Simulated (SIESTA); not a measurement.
Input and output of a self-consistent single point for Tl (P6_3/mmc, 4 atoms in the cell) (SIESTA).

Level of theory: GGA PBE with spin-orbit coupling, numerical atomic orbitals DZP, PseudoDojo PBE fully relativistic norm-conserving potentials (rewritten from UPF to PSML) run with SIESTA 5.4.2.

```xyz
4
Lattice="3.4771 0.0000 0.0000 -1.7385 3.0112 0.0000 0.0000 0.0000 11.1642" Properties=species:S:1:pos:R:3 pbc="T T T"
Tl     0.0000     0.0000     0.0000
Tl     0.0000     0.0000     5.5821
Tl     0.0000     2.0075     2.7911
Tl     1.7385     1.0037     8.3732
```

Reference input (self-consistent single point, DFT, GGA PBE, numerical atomic orbitals DZP, PseudoDojo PBE standard norm-conserving potentials (rewritten from UPF to PSML)): XC.functional = GGA; XC.authors = PBE; potentials = PseudoDojo PBE standard; PAO.BasisSize = DZP; PAO.EnergyShift = 0.005 Ry; MeshCutoff = 400 Ry; kgrid.MonkhorstPack = 11 11 3; OccupationFunction = FD; ElectronicTemperature = 0.1 eV; MaxSCFIterations = 150; SCF.Mixer.Method = Pulay; SCF.Mixer.Weight = 0.1. This run's input differs from it in these lines:

```diff
@@ -1,2 +1,2 @@
-# files in the folder: Tl.psml (PseudoDojo PBE standard)
+# files in the folder: Tl.psml (PseudoDojo PBE fully relativistic)
 SystemName  Tl
@@ -35,2 +35,9 @@
 ElectronicTemperature        0.1 eV
+Spin                         spin-orbit
+%block DM.InitSpin
+  1 0.00 0.00 0.00
+  2 0.00 0.00 0.00
+  3 0.00 0.00 0.00
+  4 0.00 0.00 0.00
+%endblock DM.InitSpin
```

Output, abridged:

```
        iscf     Eharris(eV)        E_KS(eV)     FreeEng(eV)     dDmax    Ef(eV) dHmax(eV)
   scf:    1    -6592.642936    -6599.880047    -6599.946843  0.327566 -3.903509  2.103347
     spin moment: {S} , |S| = {    0.00000    0.00000   -0.00000 }     0.00000
   scf:    2    -6600.187041    -6600.030730    -6600.097860  0.031491 -3.934895  1.765350
     spin moment: {S} , |S| = {    0.00000    0.00000   -0.00000 }     0.00000
   scf:    3    -6600.660865    -6600.384459    -6600.453497  0.156930 -4.100428  0.063396
     spin moment: {S} , |S| = {    0.00000    0.00000   -0.00000 }     0.00000
   [... lines left out ...]
     spin moment: {S} , |S| = {   -0.00000   -0.00000    0.00000 }     0.00000
   scf:    9    -6600.384732    -6600.384727    -6600.453687  0.000026 -4.117874  0.000206
     spin moment: {S} , |S| = {   -0.00000    0.00000    0.00000 }     0.00000
   scf:   10    -6600.384724    -6600.384727    -6600.453687  0.000018 -4.117864  0.000001
     spin moment: {S} , |S| = {    0.00000    0.00000   -0.00000 }     0.00000
   scf:   11    -6600.384727    -6600.384727    -6600.453687  0.000000 -4.117864  0.000001
     spin moment: {S} , |S| = {   -0.00000    0.00000   -0.00000 }     0.00000
SCF Convergence by DM+H criterion
max |DM_out - DM_in|         :     0.0000000396
max |H_out - H_in|      (eV) :     0.0000006441
SCF cycle converged after 11 iterations

Using DM_out to compute the final energy and forces

siesta: E_KS(eV) =            -6600.3847

siesta: E_KS - E_eggbox =     -6600.3847

siesta: Atomic forces (eV/Ang):
     1   -0.000000    0.000000   -0.000000
     2   -0.000000    0.000000    0.000000
     3   -0.000001    0.000000    0.000000
     4    0.000001   -0.000000   -0.000000
   Tot   -0.000000    0.000000    0.000000
   Max    0.000001
   Res    0.000000    sqrt( Sum f_i^2 / 3N )
   Max    0.000001    constrained

Stress tensor Voigt[x,y,z,yz,xz,xy] (kbar):      -11.66      -11.63      -21.04        0.00        0.00        0.03
(Free)E + p*V (eV/cell)    -6599.3756
   [... lines left out ...]
siesta: FreeEng =     -6600.453687
   [... lines left out ...]
siesta:    -0.007277    0.000016    0.000000
siesta:     0.000016   -0.007258    0.000000
siesta:     0.000000    0.000000   -0.013133

siesta: Cell volume =        116.891652 Ang**3

siesta: Pressure (static):
siesta:                Solid            Molecule  Units
siesta:           0.00010045          0.00010045  Ry/Bohr**3
siesta:           0.00922264          0.00922264  eV/Ang**3
siesta:          14.77630559         14.77629902  kBar
```

The run converged in 11 iterations. Against the reference run the pressure goes from 2.04 to 1.48 GPa.

The starting cell comes from a database of computed structures (which also holds hypothetical and non-ambient phases and stackings), without a prior relaxation at this level. Its lattice was rescaled by a random factor within 2.5 % of one. Values carry the incompleteness of an atom-centred basis.

Cost on one core of a shared machine: roughly 7 min.
